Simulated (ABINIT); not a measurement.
# Equation of state of rock-salt PbS (space group 225): energy against volume (ABINIT, PBE)

```xyz
2
Lattice="0.0000 2.9172 2.9172 2.9172 0.0000 2.9172 2.9172 2.9172 0.0000" Properties=species:S:1:pos:R:3 pbc="T T T"
Pb     0.0000     0.0000     0.0000
S      2.9172     2.9172     2.9172
```

Level of theory: PBE, norm-conserving pseudopotentials (PseudoDojo nc-sr-05 PBE standard) (plane waves; ABINIT). Settings: pseudos = [Pb.upf, S.upf]; ecut = 41 Ha; occopt = 3; tsmear = 0.00036749 Ha; ngkpt = 10 10 10; nshiftk = 1; shiftk = 0 0 0; potentials = PseudoDojo nc-sr-05 PBE standard; nband = 15; kptopt = 1; nstep = 50; tolvrs = 1e-12. The cell above is the first row's. The rows scale it uniformly. In all rows fractional positions and the k mesh are held. E is the free energy at the stated smearing, counted from the lowest row.

| V (Å^3/atom) | E (meV/atom) |
|---|---|
| 24.825 | ? |
| 25.365 | 19.95 |
| 25.905 | 8.97 |
| 26.444 | 2.47 |
| 26.984 | 0.00 |
| 27.524 | 1.15 |
| 28.063 | 5.55 |
| 28.603 | 12.88 |
| 29.143 | 22.83 |

Question: Fit E against V with the third-order Birch-Murnaghan form, a cubic in V^(-2/3), and predict the withheld value at V = 24.825.

Answer: With u = V^(-2/3) - 0.111, the rows have u = 0.004836, 0.003221, 0.001663, 0.000155, -0.001304, -0.002713, -0.004080, -0.005405. Least squares gives E = -0.041 + 147.8·u + 817736·u² + 1371082·u³. Residuals (row less fit): -0.003, 0.005, -0.003, -0.002, -0.004, 0.001, 0.005, -0.003; standard error 0.005 (degrees of freedom: 4). Its minimum lies at u = -0.000090, so V0 = (0.110910)^(-3/2) = 27.07. There d²E/du² = 1635000 and d³E/du³ = 8226000, so B0 = (4/9) × 27.07^(-7/3) × 1635000 × 0.160218 = 52.9 GPa (the last factor turns the table's units into GPa), and B0' = 4 + (2/3) × 0.110910 × (8226000)/1635000 = 4.4. The program's pressures in the fitted runs (not shown) pass through zero at V = 27.07, 0.01 % from this V0. At the withheld row, u = 0.006510, so E = -0.041 + 147.8 × 0.006510 + 817736 × 0.006510² + 1371082 × 0.006510³ = 35.955 meV/atom. The calculation gives 35.91 meV/atom, 0.045 meV/atom below the prediction (0.1 % of the range of E in the table). The row lies outside the fitted rows, so this is an extrapolation. From the scatter of the fitted rows alone, a prediction at this place has a standard error of 0.014 meV/atom, so the miss is 3.2 times that.

Carrying the step between the two nearest rows on in a straight line would have given 30.93, off by 4.98; series whose last step already gives the withheld value aren't shown. The scan was laid around a cell of about the measured size, scaled by a guess for this functional. The runs keep the symmetry of the cell, so they don't test it for distortions. The PBE file for Pb was generated anew from PseudoDojo's inputs, some of which were changed. Spin-orbit coupling is off. Cutoffs and mesh are single choices, not tested for convergence of this quantity. Series with a scatter that would blur these digits, or in which a gap closes, are not shown. Nor are scans whose minimum lies at an end fitted in this form.

Terms beyond the fitted order, or numerical noise in single rows, can give a miss of this size; the table doesn't tell which.
